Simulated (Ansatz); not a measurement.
Functionals compared on the (210) surface of fcc Ag in its 1x1 cell, outermost plane spacing 0.93 Å in the ideal cut, in Ansatz (plane waves, PAW). The structure was relaxed with PBE; the other rows are single points on it, each with its references at the same level. Cutoff 420 eV (500 eV for r2SCAN).

Set-up: 12 atoms, 10.2 Å thick at the start (thin: gaps and levels are the slab's own); mesh 10x8x1; 0.1 eV smearing; dipole correction on; all atoms relaxed; held to the part of the start's symmetry that mesh and held atoms allow; no spin, no spin-orbit, no U. These notes are the PBE run's.

| functional | surface energy (J/m²) | work function of the top face (eV) | rough cost of the single point |
|---|---|---|---|
| PBE | 0.92 | 4.09 | – |
| LDA | 1.37 | 4.50 | roughly 2.4 core-minutes |
| PBEsol | 1.21 | 4.19 | very roughly 2.3 core-minutes |
| RPBE | 0.70 | 3.90 | very roughly 2.3 core-minutes |
| r2SCAN | 1.10 | 4.02 | about 6 core-minutes (a rough figure) |

Ansatz is an electronic-structure program.
